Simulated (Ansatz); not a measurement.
**N interstitial (wurtzite GaN host)**

Calculation: PBE, PAW (plane waves to 420 eV; Ansatz, an electronic-structure program). A supercell of 192 sites (4×2×3 repeats of a cell of 8 atoms) was used; the energies come from a 2×2×2 shifted sampling of its zone. Site at the start: void with 1N nearest, no. 2. Finite-size correction: monopole term and site-potential alignment. Dielectric constants: PBE linear response of the host. Host gap at this level: 1.71 eV. These values are not converged in cell size to better than tenths of an eV. PBE underestimates the host's gap, which shifts levels and can delocalise carriers. Spin–orbit coupling is left out. Each state is the lowest found from its start.

Formation energies E_f are given with the Fermi level at the valence-band maximum. Chemical conditions: Ga-rich (Δμ(N) = -0.88 eV; only phases computed here count, gases as isolated molecules at 0 K); N-rich (Δμ(N) = 0.00 eV; only phases computed here count, gases as isolated molecules at 0 K). Reference phases: N: N2 molecule in a box.

The name describes the start; the neighbours show where the atoms ended.

Charges with a result: +2, +1, 0, −1, −2. Others weren't obtained, and one of them could lie lower, also by skipping a charge.

```tsv
charge	moment (μB)	largest move off a lattice site (Å)	neighbours of the last N atom of the defect at the end (Å)	image correction with alignment (eV)	E_f, Ga-rich (eV)	E_f, N-rich (eV)	above the lowest spin state (eV)
+2†	1.0	0.60	N 1.20, Ga 2.07, Ga 2.07	0.61	–	–	0.00
+1	2.0	0.63	N 1.27, Ga 1.98, Ga 1.98, Ga 2.73, Ga 2.74	0.17	4.11	3.22	0.00
+1	not spin-polarised	0.64	N 1.26, Ga 1.96, Ga 1.98	0.17	4.68	3.79	0.57
0	1.0	0.61	N 1.35, Ga 1.92, Ga 1.92, Ga 2.44, Ga 2.58, N 2.73, N 2.74	0.00	5.38	4.49	0.00
−1†	not spin-polarised	0.66	N 1.44, Ga 1.86, Ga 1.86, Ga 2.31, Ga 2.57, N 2.73, N 2.74	0.10	–	–	0.00
−2*	quenched	0.66	N 1.44, Ga 1.86, Ga 1.86, Ga 2.32, Ga 2.58	–	–	–	0.00
```

* At this level the carrier isn't localised at the defect: at charge −2 electrons occupy the conduction band. Such a state is shallow or no state of the defect, and this cell gives it no level.

† Not settled in this cell, so no level is given: charge +2: level within 0.1 eV of a band edge or past it; charge −1: level within 0.1 eV of a band edge or past it.

Starting moments that weren't kept: charge −2 began with 1 μB and ended with 0.0.

No other site or start that was run ended lower by more than 0.1 eV.

Transition levels above the valence-band maximum: ε(+1/0) = 1.27 eV. On the lower envelope of the bound states, inside the gap: (+1/0) at 1.27 eV.

Flagged in the runs: a host whose relaxation on this sampling wasn't shown to rest.
